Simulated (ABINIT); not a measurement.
## Energy against c/a at fixed volume: hcp Y (space group 194) (ABINIT, PBE)

```
Y
1.0
    3.69330     0.00000     0.00000
   -1.84665     3.19849     0.00000
    0.00000     0.00000     5.56606
Y
2
Direct
  0.66667   0.33333   0.75000
  0.33333   0.66667   0.25000
```

Level of theory: PBE, norm-conserving pseudopotentials (PseudoDojo nc-sr-05 PBE standard) (plane waves; ABINIT). Settings: pseudos = [Y.upf]; ecut = 47 Ha; occopt = 3; tsmear = 0.00183747 Ha; ngkpt = 20 20 12; nshiftk = 1; shiftk = 0 0 0; potentials = PseudoDojo nc-sr-05 PBE standard; nband = 16; kptopt = 1; nstep = 60; tolvrs = 1e-11. The cell above is the first row's. The rows change c/a at fixed volume. In all rows fractional positions and the k mesh are held. E is the free energy at the stated smearing, counted from the lowest row.

```
c/a     E (meV/atom)
------  ------------
1.5071          3.73
1.5228          1.61
1.5385          0.38
1.5542          0.00
1.5699          0.43
1.5856          1.63
1.6013          3.55
1.6170          6.16
1.6327             ?
```

Fit E of the 8 rows that show it with a cubic. With u = c/a - 1.56, the rows have u = -0.05290, -0.03720, -0.02150, -0.00580, 0.00990, 0.02560, 0.04130, 0.05700. Least squares gives E = 0.068 + 20.91·u + 1609.8·u² - 1781·u³. Residuals (row less fit): 0.000, 0.000, 0.000, -0.001, -0.001, 0.002, -0.002, 0.000; standard error 0.002 (degrees of freedom: 4). The fitted curve has its minimum at c/a = 1.55, where E = 0.00. To one more digit the minimum is at c/a = 1.554; the ideal close-packed ratio is 1.633.

**Question.** What does the fit predict for E at c/a = 1.6327, and how far is the calculated value from it?

**Answer.** u = 0.07270, so E = 0.068 + 20.91 × 0.07270 + 1609.8 × 0.07270² - 1781 × 0.07270³ = 9.412 meV/atom. The calculation gives 9.40 meV/atom, 0.012 meV/atom below the prediction (0.1 % of the range of E in the table). The row lies outside the fitted rows, so this is an extrapolation.

Carrying the step between the two nearest rows on in a straight line would have given 8.77, off by 0.63; series whose last step already gives the withheld value aren't shown. The reference cell has the volume at which an earlier scan in this program and functional put its minimum by a fit; axis ratios and inner coordinates come from a measured-size cell. The runs keep the symmetry of the cell, so they don't test it for distortions. The best c/a moves a little with volume. In metals such curves are sensitive to mesh and smearing. Cutoffs and mesh are single choices, not tested for convergence of this quantity. Series with a scatter that would blur these digits, or in which a gap closes, are not shown. Strain series were run only where this level's volume lies within 10 % of a first guess from the measured size.
